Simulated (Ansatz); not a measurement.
The starting structures come from a database of crystals and need not be the phases stable at ambient conditions.

The decay constant κ of evanescent states in the gap governs leakage through a thin film.

Data:

```yaml
crystal:
  lattice:
    - [9.15569, 0.00000, 0.00000]
    - [4.57784, 9.02510, 0.00000]
    - [4.57784, -0.77401, 2.52714]
  atoms:
    - { symbol: Al, position: [0.60472, 0.06195, 0.06195] }
    - { symbol: Al, position: [0.77138, 0.56195, 0.56195] }
    - { symbol: P, position: [0.39634, 0.93699, 0.93699] }
    - { symbol: P, position: [0.22968, 0.43699, 0.43699] }
    - { symbol: O, position: [0.48311, 0.49543, 0.02762] }
    - { symbol: O, position: [0.49384, 0.99543, 0.52762] }
    - { symbol: O, position: [0.01530, 0.49543, 0.49543] }
    - { symbol: O, position: [0.02603, 0.99543, 0.46324] }
    - { symbol: O, position: [0.01530, 0.49543, 0.96324] }
    - { symbol: O, position: [0.49384, 0.99543, 0.99543] }
    - { symbol: O, position: [0.40512, 0.26155, 0.26155] }
    - { symbol: O, position: [0.57178, 0.76155, 0.76155] }
```

Space group of this cell: P6_3mc. The cell is taken as given; by PBEsol its mean pressure is 2.6 GPa.

Transport runs along the normal of the first two printed cell vectors, the (111) plane of the conventional cell.

The gap is the functional's own, uncorrected, and κ follows it; spin-orbit coupling is left out. Mid-gap values are interpolated between the computed energies.

Task: State the band gap and the smallest decay constant κ at mid-gap according to PBEsol (Ansatz, a first-principles code).

Result: Gap 5.52 eV on a 12×12×12 mesh; κ = 0.492 1/Å, at the zone centre.
